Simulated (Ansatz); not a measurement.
Take ZnSe in the zinc blende structure (space group F-43m, No. 216; a = 5.568 Å) as the base. Axes: x, y, z lie along the cube axes.

All numbers come from LDA/PAW in Ansatz (a quantum-chemistry and plane-wave program), without spin-orbit coupling.

Base values:

| Item | Result |
|---|---|
| Valence-band top at Γ | 0.00, 0.00, 0.00 eV |

The change: uniaxial strain ε_zz = +1.50 %, all other strain components held at zero; the atoms relax in the strained cell.

Question: What happens to the stress?

Answer: The stress (xx, yy, zz, yz, xz, xy; compression positive) comes out as (-0.84, -0.84, -1.44, 0.00, 0.00, 0.00) GPa.

Question: What does the calculation give for the valence-band top at Γ after the change?

Answer: The valence-band top at Γ (three highest levels, from the VBM) becomes 0.00, 0.00, -0.06 eV (base: 0.00, 0.00, 0.00 eV).

The levels and masses belong to the bands next to the band gap. Stability against distortions was not tested.
